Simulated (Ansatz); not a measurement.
Take ZnSe in the zinc blende structure (space group F-43m, No. 216; a = 5.568 Å) as the base. Axes: x, y, z lie along the cube axes.

Level of theory: Kohn–Sham DFT with the LDA functional, run in Ansatz (an electronic-structure program) with PAW and 420 eV plane waves, no spin-orbit coupling.

Strains are applied to the cell and any free atomic positions relax.

One change was made to it. Results:

| quantity | base | after |
|---|---|---|
| valence-band top at Γ (three highest levels, from the VBM) | 0.00, 0.00, 0.00 eV | 0.00, -0.06, -0.11 eV |
| energy relative to the base (free energy F) | 0 meV/atom | +0.9 meV/atom |
| valley order (the lowest conduction-band minima on the path, energy above the VBM, named in the base's zone) | Γ 1.25 eV; L along ⟨111⟩ 2.45 eV; X along ⟨100⟩ 2.69 eV | Γ 1.19 eV; L along [1-11] 2.33 eV; L along [11-1] 2.46 eV; X along [001] 2.61 eV |

### Question
Name the change that was made.
A) tensor shear ε_xy = +1.43 %
B) tensor shear ε_xy = +1.71 %
C) tensor shear ε_xy = +2.00 %
D) tensor shear ε_xy = +0.86 %

### Answer
D, tensor shear ε_xy = +0.86 %. For comparison, the valley order in the other runs: tensor shear ε_xy = +1.43 % gives Γ 1.15 eV; L along [1-1-1] 2.24 eV; L along [111] 2.47 eV; X along [001] 2.52 eV; tensor shear ε_xy = +2.00 % gives Γ 1.10 eV; L along [1-1-1] 2.16 eV; X along [001] 2.42 eV; L along [111] 2.48 eV; tensor shear ε_xy = +1.71 % gives Γ 1.13 eV; L along [1-1-1] 2.20 eV; L along [111] 2.47 eV; X along [001] 2.47 eV.

The levels and masses belong to the bands next to the band gap. Whether these cells are dynamically stable was not tested.
